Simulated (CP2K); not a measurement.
CP2K run on Ti3Nb (P1, 4 atoms in the cell): self-consistent single point.

Computed with LDA (Pade form), GPW, DZVP-MOLOPT-SR-GTH basis, GTH-PADE potentials (GTH_POTENTIALS) (CP2K).

The change in words: atoms moved at random. Reference geometry:
```
CELL_PARAMETERS angstrom
      9.04699     0.00000     0.00000
      0.00000     2.89642     0.00000
      0.00000     1.11543     2.67303
ATOMIC_POSITIONS crystal
  Ti 0.00000 0.18267 0.18267
  Ti 0.24845 0.79134 0.79134
  Ti 0.75155 0.79134 0.79134
  Nb 0.50000 0.23464 0.23464
```

Reference input (self-consistent single point, DFT LDA (Pade form), GPW, DZVP-MOLOPT-SR-GTH basis, GTH-PADE potentials (GTH_POTENTIALS)): CUTOFF = 600 Ry; REL_CUTOFF = 40 Ry; SMEAR/METHOD = FERMI_DIRAC; ELECTRONIC_TEMPERATURE = 1160.45 K; KPOINTS/SCHEME = MONKHORST-PACK 3 10 10; GAMMA_CENTERED = T; XC_FUNCTIONAL = PADE; Ti/BASIS_SET = DZVP-MOLOPT-SR-GTH-q12; Ti/POTENTIAL = GTH-PADE-q12; Nb/BASIS_SET = DZVP-MOLOPT-SR-GTH-q13; Nb/POTENTIAL = GTH-PADE-q13; METHOD = GPW. This run's input differs from it in these lines:

```diff
@@ -69,6 +69,6 @@
     &COORD
-      Ti       0.00000000     0.73284464     0.48828184
-      Ti       2.24772467     3.17473738     2.11527319
-      Ti       6.79926533     3.17473738     2.11527319
-      Nb       4.52349500     0.94134048     0.62719906
+      Ti       0.00237031     0.72359233     0.47313380
+      Ti       2.26257078     3.19511884     2.06710791
+      Ti       6.75536029     3.17733764     2.16840494
+      Nb       4.55019267     0.92761396     0.63738062
     &END COORD
```

Output (repeated stretches shortened):

```
 SCF WAVEFUNCTION OPTIMIZATION

  Step     Update method      Time    Convergence         Total energy    Change
     1 NoMix/Diag. 0.20E+00      -     1.55365735      -232.8751437961 -2.33E+02
     2 Broy./Diag. 0.20E+00      -     0.47577639      -233.4774414762 -6.02E-01
     3 Broy./Diag. 0.20E+00      -     0.18649569      -234.3196351555 -8.42E-01
     4 Broy./Diag. 0.20E+00      -     0.07308173      -233.0632533870  1.26E+00
     5 Broy./Diag. 0.20E+00      -     0.06353201      -232.0653588471  9.98E-01
     6 Broy./Diag. 0.20E+00      -     0.02789031      -231.3055229596  7.60E-01
   [... 10 lines left out ...]
    17 Broy./Diag. 0.20E+00      -     0.00000173      -231.6307241104  1.00E-05
    18 Broy./Diag. 0.20E+00      -     0.00000099      -231.6307221927  1.92E-06
    19 Broy./Diag. 0.20E+00      -     0.00000035      -231.6307236852 -1.49E-06
    20 Broy./Diag. 0.20E+00      -     0.00000006      -231.6307271007 -3.42E-06
  *** SCF run converged in    20 steps ***

  Overlap energy of the core charge distribution:               0.00000000000000
  Self energy of the core charge distribution:               -424.33641046352130
  Core Hamiltonian energy:                                    105.35260992462702
  Hartree energy:                                             115.76780209676249
  Exchange-correlation energy:                                -28.40711310664756
  Electronic entropic energy:                                  -0.00761555206170
  Fermi energy:                                                 0.41761185440857

  Total energy:                                              -231.63072710066351
  Total energy (extrapolated to T->0):                       -231.62691932463267

                     Mulliken Population Analysis

   [... lines left out ...]

 STRESS| Analytical stress tensor [bar]
 STRESS|                        x                   y                   z
 STRESS|      x       -9.91110082974E+04  -2.22903406332E+03   2.56113133799E+03
 STRESS|      y       -2.22903406332E+03  -9.69895218738E+04  -3.81485337602E+03
 STRESS|      z        2.56113133799E+03  -3.81485337602E+03  -9.20843874097E+04
 STRESS| 1/3 Trace                                            -9.60616391936E+04
```

The run converged in 20 iterations. Against the reference run the free energy rises by 1.1 meV/atom, the pressure goes from -9.95 to -9.61 GPa and the largest force goes from 0.229 to 0.298 eV/Å.

The starting cell comes from a database of computed structures (which also holds hypothetical and non-ambient phases and stackings), without a prior relaxation at this level. For this run, on top of that: atoms moved at random. Spin polarisation is off. Values carry the incompleteness of an atom-centred basis. With a pressure of about -10 GPa the cell is away from its equilibrium volume at this level.

Cost on one core of a shared machine: roughly 2 min.
